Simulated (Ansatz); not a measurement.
## GaAs (model structure, started from the PtS type, P4₂/mmc, No. 131, 4 atoms in the cell): volume per atom by level of theory

No measured value is used here.

```tsv
level (code)	value (Å³/atom)
PBE (Ansatz)	?
PBEsol (Ansatz)	23.07
PBE-D3(BJ) (Ansatz)	23.24
```

**Question.** Some entries are withheld; supply them.

**Answer.** 
- PBE (Ansatz, a first-principles code), value (Å³/atom): 24.67

Ansatz's density-functional and Hartree–Fock values are scalar-relativistic unless marked +SOC, with PAW data made under PBE.

A model structure was made by putting elements into a prototype or built by hand; it is no filed structure, need not be a known phase, and can be a saddle point held by its symmetry.
